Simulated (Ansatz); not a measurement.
A computed series for WC: response to strain

The parent structure is WC (space group P-6m2, No. 187; a = 2.913 Å, c = 2.835 Å; relaxed with 0.1 eV smearing).

Strains are applied to the cell and any free atomic positions relax.

Level of theory: plane-wave PAW DFT at the r2SCAN level (Ansatz, a first-principles code, 500 eV), spin-orbit coupling left out.

Notes on the quantities. pressure: mean of the normal stresses, compression positive; energy relative to the base: free energy F.

```json
[
 {"case": "base", "pressure": "0.0 GPa", "energy relative to the base": "0 meV/atom", "volume per atom": "10.42 Å³"},
 {"case": "isotropic strain −3.00 %", "pressure": "44.7 GPa", "energy relative to the base": "+117 meV/atom", "volume per atom": "9.51 Å³"},
 {"case": "isotropic strain −2.50 %", "pressure": "36.0 GPa", "energy relative to the base": "+80 meV/atom", "volume per atom": "9.65 Å³"},
 {"case": "isotropic strain −2.00 %", "pressure": "27.8 GPa", "energy relative to the base": "+51 meV/atom", "volume per atom": "9.80 Å³"},
 {"case": "isotropic strain −1.50 %", "pressure": "20.2 GPa", "energy relative to the base": "+28 meV/atom", "volume per atom": "9.95 Å³"},
 {"case": "isotropic strain −1.00 %", "pressure": "13.0 GPa", "energy relative to the base": "+12 meV/atom", "volume per atom": "10.11 Å³"},
 {"case": "isotropic strain −0.50 %", "pressure": "6.3 GPa", "energy relative to the base": "+3.0 meV/atom", "volume per atom": "10.26 Å³"}
]
```

No phonon test of stability was made. The final runs are not spin-polarised.
